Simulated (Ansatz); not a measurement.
Defect migration in monoclinic ZrO2: interstitial N, charge state -1. Calculation: PBE, PAW (plane waves to 420 eV; Ansatz, an electronic-structure program).

Cell of 96 host sites held at the relaxed PBE lattice; the Γ point alone; Fermi-Dirac width 0.01 eV, spin-restricted; finite-size errors left in. Static, classical nuclei. The charge state is imposed; whether it is stable for some Fermi level was not computed. Sites that were not tried may lie lower.

Barriers: single points on a 2×2×2 k-point mesh shifted by half a step at the bands' geometries.

A. a concerted move, in which N travels most; the atom moves 2.87 Å along (0.41, -0.17, -0.26) of the unit cell; at the start the N atom holds a host O site and a host atom stands off its site; at the end the N atom holds a host O site and a host atom stands off its site; the moving atom starts with neighbours O at 1.42; Zr at 2.12 Å and ends with O at 1.49; Zr at 2.13 Å; the start lies 0.26 eV above the lowest site run; saddle order first order.
B. a concerted move, in which N travels most; the atom moves 2.01 Å along (0.14, -0.32, 0.18) of the unit cell; at the start the N atom holds a host O site and a host atom stands off its site; at the end the N atom holds a host O site and a host atom stands off its site; the moving atom starts with neighbours O at 1.49; Zr at 2.12, Zr at 2.17, Zr at 2.18 Å and ends with O at 1.49; Zr at 2.13 Å; saddle order first order.

Problem. Rank these by forward barrier (lowest first), as PBE, PAW gives it.

Solution. A (1.18 eV), B (1.40 eV)
